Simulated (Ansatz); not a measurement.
Functionals compared on the (100) surface of rock-salt TiN, Hf on all Ti sites of the second plane (bottom of the slab: a bare face, its two planes held), in Ansatz (plane waves, PAW). The structure was relaxed with PBE; the other rows are single points on it. Cutoff 420 eV (500 eV for r2SCAN).

Model: 12-atom slab, 10.8 Å thick at the start with caps and adatoms (thin: gaps and levels are the slab's own), 12x12x1 mesh, Fermi-Dirac 0.1 eV, dipole correction, 4 atoms held, the rest relaxed; held to the start's symmetry, so lower structures may exist; no spin, no spin-orbit, no U. It is one candidate, not shown to be the stable structure of the face. These notes are the PBE run's.

```csv
functional,work function of the top face (eV),rough cost of the single point
PBE,2.86,–
r2SCAN,[?],roughly 70 core-seconds
```

**Question.** What belongs in the gaps?

**Answer.** 
- r2SCAN, work function of the top face (eV): 2.75

Ansatz is an electronic-structure program.
